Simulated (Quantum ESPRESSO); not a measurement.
Quantum ESPRESSO run on ZnCu (Cmmm, 2 atoms in the cell): self-consistent single point.

Level of theory: LDA (PZ), PSlibrary ultrasoft (LDA) pseudopotentials (plane waves; Quantum ESPRESSO 7.5).

```yaml
crystal:
  lattice:
    - [1.45977, -2.08098, 0.00000]
    - [1.45977, 2.08098, 0.00000]
    - [0.00000, 0.00000, 4.06208]
  atoms:
    - { symbol: Zn, position: [0.50000, 0.50000, 0.50000] }
    - { symbol: Cu, position: [0.00000, 0.00000, 0.00000] }
```

Reference input (self-consistent single point, DFT, LDA (PZ), plane waves, PSlibrary ultrasoft (LDA) pseudopotentials): ecutwfc = 55 Ry; ecutrho = 330 Ry; occupations = smearing; smearing = marzari-vanderbilt; degauss = 0.0073499 Ry; potentials = {Zn: Zn.pz-dn-rrkjus_psl.1.0.0.UPF, Cu: Cu.pz-dn-rrkjus_psl.1.0.0.UPF}; K_POINTS = automatic 15 15 9 0 0 0; conv_thr = 1e-09 Ry; mixing_beta = 0.7. This run's input differs from it in these lines:

```diff
@@ -33,3 +33,3 @@
 K_POINTS automatic
-15 15 9  0 0 0
+1 1 1  0 0 0
```

Output, abridged:

```
     Self-consistent Calculation

     iteration #  1     ecut=    55.00 Ry     beta= 0.70

     total energy              =    -270.35748916 Ry
     estimated scf accuracy    <       0.76100245 Ry

     iteration #  2     ecut=    55.00 Ry     beta= 0.70

     total energy              =    -270.76290639 Ry
     estimated scf accuracy    <       3.36911533 Ry

     iteration #  3     ecut=    55.00 Ry     beta= 0.70

     total energy              =    -270.96885202 Ry
     estimated scf accuracy    <       0.40781721 Ry

   [... 95 blocks of this kind left out ...]

     iteration # 99     ecut=    55.00 Ry     beta= 0.70

     total energy              =    -270.94499183 Ry
     estimated scf accuracy    <       0.00000054 Ry

     iteration #100     ecut=    55.00 Ry     beta= 0.70

     total energy              =    -270.94499185 Ry
     estimated scf accuracy    <          8.7E-09 Ry
     End of self-consistent calculation

     convergence NOT achieved after 100 iterations: stopping

   JOB DONE.
```

The run ended unconverged after 100 iterations. 

The starting cell comes from a database of computed structures (which also holds hypothetical and non-ambient phases and stackings), without a prior relaxation at this level. Its lattice was rescaled by a random factor within 2.5 % of one.
